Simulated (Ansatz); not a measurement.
A self-consistent single point of BeS (F-43m, 2 atoms in the cell) with Ansatz (a quantum-chemistry and plane-wave program).

Method of the run: PBE (plane waves, PAW; Ansatz).

The change in words: lattice scaled by 0.98; basis.ecutwfc: 420 eV → 170 eV. Reference geometry:
```
BeS
1.0
    0.00000     2.42769     2.42769
    2.42769     0.00000     2.42769
    2.42769     2.42769     0.00000
Be S
1 1
Direct
  0.00000   0.00000   0.00000
  0.25000   0.25000   0.25000
```

Reference input (self-consistent single point, DFT, PBE, plane waves, default PAW files): basis.ecutwfc = 420 eV; kpoints.mp_grid.grid = 9 9 9; hamiltonian.xc = pbe; hamiltonian.pseudopotentials = {kind: paw} (the program's default PAW files); scf.occupations.method = fermi_dirac; scf.occupations.width = 0.01 eV. This run's input differs from it in these lines:

Ansatz 0.2 input:
```diff
@@ -2,5 +2,5 @@
   lattice:
-    - [0.000000, 2.427695, 2.427695]
-    - [2.427695, 0.000000, 2.427695]
-    - [2.427695, 2.427695, 0.000000]
+    - [0.000000, 2.379141, 2.379141]
+    - [2.379141, 0.000000, 2.379141]
+    - [2.379141, 2.379141, 0.000000]
   atoms:
@@ -9,3 +9,3 @@
 basis:
-  ecutwfc: 420.0
+  ecutwfc: 170.0
 kpoints:
```

Output (repeated stretches shortened):

```
SCF iter   1: F=—  HF=-996.191084 eV  |F-HF|=—  |Δ(HF+E_count)|=         —  Δρ=1.26e-2  dr2=1.21e-2  ethr=1.77e-3  ⟨swp⟩=6.1  Hψ=2213  notcnv=0
all-band conjugate gradients solve this SCF's bands
preconditioner: auto → none
SCF iter   2: F=—  HF=-996.192800 eV  |F-HF|=—  |Δ(HF+E_count)|=   1.72e-3  Δρ=5.79e-3  dr2=1.84e-3  ethr=1.51e-4  ⟨swp⟩=2.5  Hψ=734  notcnv=0
SCF iter   3: F=—  HF=-996.194691 eV  |F-HF|=—  |Δ(HF+E_count)|=   1.89e-3  Δρ=1.04e-3  dr2=5.39e-5  ethr=2.30e-5  ⟨swp⟩=3.0  Hψ=558  notcnv=0
SCF iter   4: F=—  HF=-996.193795 eV  |F-HF|=—  |Δ(HF+E_count)|=   8.96e-4  Δρ=1.27e-4  dr2=1.51e-6  ethr=6.74e-7  ⟨swp⟩=2.6  Hψ=411  notcnv=0
iter 5 did not close the SCF: its close was put off for the readings that it lacked (scf_convergence_deferred on its scf_iter line)
SCF iter   5: F=-996.193797 eV  HF=-996.193797 eV  |F-HF|=2.96e-8  |Δ(HF+E_count)|=   2.03e-6  Δρ=1.14e-5  dr2=2.00e-8  ethr=1.89e-8  ⟨swp⟩=2.8  Hψ=452  notcnv=0
SCF iter   6: F=-996.193797 eV  HF=-996.193797 eV  |F-HF|=3.02e-10  |Δ(HF+E_count)|=   3.57e-8  Δρ=2.06e-6  dr2=9.85e-10  ethr=2.50e-10  ⟨swp⟩=1.0  Hψ=840  notcnv=0
SCF 1 converged in 6 iterations: F = -996.193797 eV  dr2 = 9.85e-10
Free energy (F): -996.193797 eV
Internal energy: -996.193797 eV  (E = F + TS)
E sigma→0 (E₀):  -996.193797 eV
Fermi energy:    7.631490 eV
--- Forces (eV/Å), atoms counted from 1 ---
  atom   1  Be     0.00000000    -0.00000000    -0.00000000
  atom   2  S      0.00000000     0.00000000    -0.00000000
--- Stress (GPa, compression-positive) ---
        8.799028      -0.000000      -0.000000
       -0.000000       8.799028       0.000000
       -0.000000       0.000000       8.799028
  P = ⅓ Tr σ = 8.7990 GPa (87.990 kbar)
  The stress holds the Pulay correction. Without it, at fixed plane waves, as pw.x and ABINIT print it: P = -3.2338 GPa
```

The run converged in 6 iterations. Against the reference run the free energy goes up by 385 meV/atom, the pressure goes from 1.22 to 8.80 GPa and the gap on the mesh moves little (3.210 to 3.203 eV).

The starting cell has typed, rounded lattice constants, without a prior relaxation at this level. Its lattice was rescaled by up to half a per cent. For this run, on top of that: lattice scaled by 0.98. Ansatz's pressure includes its estimate of the finite-basis (Pulay) stress. Without the estimate this run gives -3.23 GPa. The cutoff lies below the one recommended for these files.
